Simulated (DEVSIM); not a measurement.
Structure: Au/SiO2/p-Si capacitor, at 300 K.

Layer 1 from the left is SiO2, thickness (nm) 32.0. Layer 2 from the left is Si, thickness (nm) 13000, Na (cm⁻³) 2.1e15.

Metal gate on the left, work function 5.1 eV. Fixed charge at the semiconductor interface 1.3e10 cm⁻² (in units of +e); interface traps 1e10 cm⁻² eV⁻¹, uniform in energy, neutral level at 0.7 of the gap above the valence band.

The device is made up for the run: typed textbook-type constants, with dimensions and the other settings drawn at random. Values at 300 K.

SiO2: gap (eV) 9, affinity (eV) 0.9, permittivity 3.9. Si: gap (eV) 1.124, affinity (eV) 4.05, permittivity 11.7, Nc (cm⁻³) 2.86e19, Nv (cm⁻³) 3.1e19.

DEVSIM, 1D Poisson equation in equilibrium, Boltzmann statistics, complete ionisation; no quantum confinement or tunnelling. Metal contacts follow the ideal Schottky-Mott rule: no Fermi-level pinning, no interface dipoles.

Task: What does the simulation give for the threshold voltage (band bending 2φF), the flat-band voltage?

Result: threshold voltage (band bending 2φF) 0.98 V; flat-band voltage 0.15 V.
